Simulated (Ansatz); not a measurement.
## Zr: uniaxial strain ε_zz = +0.50 %

Base system: Zr in the hcp (Mg type) structure (space group P6_3/mmc, No. 194; a = 3.244 Å, c = 5.158 Å; relaxed with 0.1 eV smearing). Axes: x lies along a and z along c of the hexagonal cell.

Perturbation: the cell is stretched by 0.50 % along z with no lateral relaxation; the atoms relax in the strained cell.

Computed with r2SCAN in Ansatz (plane waves to 500 eV, PAW, no spin-orbit coupling). k-mesh 20×20×11 (Γ-centred); smearing 0.1 eV (Fermi–Dirac).

```json
[
 {"quantity": "volume per atom", "base": "23.51 Å³", "changed": "23.63 Å³", "shift": "+0.12 Å³"},
 {"quantity": "space group", "base": "P6_3/mmc (No. 194)", "changed": "P6_3/mmc (No. 194)", "shift": "–"},
 {"quantity": "shortest interatomic distance", "base": "3.187 Å", "changed": "3.198 Å", "shift": "+0.0104 Å"},
 {"quantity": "energy relative to the base (free energy F)", "base": "0 meV/atom", "changed": "+0.3 meV/atom", "shift": "+0.3 meV/atom"},
 {"quantity": "pressure (mean of the normal stresses, compression positive)", "base": "0.0 GPa", "changed": "-0.5 GPa", "shift": "-0.5 GPa"},
 {"quantity": "band gap", "base": "zero", "changed": "zero", "shift": "–"},
 {"quantity": "stress (xx, yy, zz, yz, xz, xy; compression positive)", "base": "–", "changed": "(-0.3, -0.3, -0.8, 0.0, 0.0, 0.0) GPa", "shift": "–"}
]
```

Final structure:

```yaml
crystal:
  lattice:
    - [3.24432, 0.00000, 0.00000]
    - [-1.62216, 2.80966, 0.00000]
    - [0.00000, 0.00000, 5.18379]
  atoms:
    - { symbol: Zr, position: [0.66667, 0.33333, 0.75000] }
    - { symbol: Zr, position: [0.33333, 0.66667, 0.25000] }
```

Whether these cells are dynamically stable was not tested. All final runs are without spin polarisation.

Ansatz is a program for electronic structure.
